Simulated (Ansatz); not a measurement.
Data:

```
ZnO
1.0
    3.31833     0.00000     0.00000
    1.65916     2.87376     0.00000
    0.00000     0.00000     5.06757
Zn O
2 2
Direct
  0.66667   0.66667   0.00941
  0.33333   0.33333   0.50941
  0.66667   0.66667   0.61579
  0.33333   0.33333   0.11579
```

No spin polarisation.

Level of theory: r2SCAN/PAW in Ansatz (an electronic-structure program), without spin-orbit coupling. Γ-centred 12×12×7 mesh, Fermi–Dirac width 0.05 eV.

Task: Estimate the valence-band top at Γ (three highest levels, from the VBM).

Result: 0.00, 0.00, -0.09 eV.

Task: What is the computed mean in-plane stress (compression positive)?

Result: -5.4 GPa.

The levels and masses belong to the bands next to the band gap. The cells carry an imposed strain or load. No phonon test of stability was made. The cell was made from ZnO in the wurtzite structure (space group P6_3mc, No. 186) by this change: biaxial strain +2.57 %, plane normal [001], relaxed out of plane.
